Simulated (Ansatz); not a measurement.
Consider Rh in the fcc (Cu type) structure (space group Fm-3m, No. 225; a = 3.755 Å; relaxed with 0.1 eV smearing). Axes: x, y, z lie along the cube axes.

All numbers come from LDA (Ansatz, an electronic-structure program; PAW; 420 eV plane waves; without spin-orbit coupling).

Before the change:

The shortest interatomic distance comes out as 2.655 Å.

It is then changed as follows: tensor shear ε_xy = +1.43 % (engineering shear γ = 0.0286), atoms relaxed at fixed cell.

Problem. What happens to the stress, energy relative to the base and shortest interatomic distance?

Solution. The stress (xx, yy, zz, yz, xz, xy; compression positive) is (0.5, 0.5, 0.0, 0.0, 0.0, -6.3) GPa; the energy increases by 7.4 meV/atom; the shortest interatomic distance falls by 0.038 Å, from 2.655 Å to 2.617 Å.

The cells carry an imposed strain or load. Stability against distortions was not tested. The final runs are not spin-polarised.
